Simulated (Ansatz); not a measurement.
SiNF (model structure, P3m1, No. 156, 3 atoms in the cell), treated with r²SCAN (Ansatz, a quantum-chemistry and plane-wave program, plane waves, PAW).

Numerical settings: plane-wave cutoff 560 eV, 12×12×6 k mesh (along the axes of the cell as run), Fermi–Dirac smearing 0.01 eV, scalar-relativistic PAW data made under PBE.

Cell (relaxed at this level):

FNSi is modelled in the trigonal space group P3m1 (No. 156), Pearson symbol hP3. Conventional cell: a = b = 2.8979 Å, c = 4.8085 Å, α = β = 90.00°, γ = 120.00°. Si on 1a sees 1 F at 1.598 Å and 3 N at 1.730 Å (tetrahedral). N on 1c sees 3 Si at 1.730 Å. F on 1a sees 1 Si at 1.598 Å. (Neighbours: up to the widest gap in distance over summed covalent radii, below 1.35, at either atom.)

**Question.** Give the computed band gap, smallest direct gap on the k points sampled and Γ–Γ gap.

**Answer.** 
- band gap = 5.64 eV (indirect)
- smallest direct gap on the k points sampled = 5.97 eV
- Γ–Γ gap = 7.55 eV

Note: the relaxation could raise the start's symmetry but not lower it, so the cell can be a saddle point; the cell has widely spaced layers and the level no dispersion term, so their spacing and the moduli can rest on weak binding.

A model structure was made by putting elements into a prototype or built by hand; it is no filed structure, need not be a known phase, and can be a saddle point held by its symmetry.
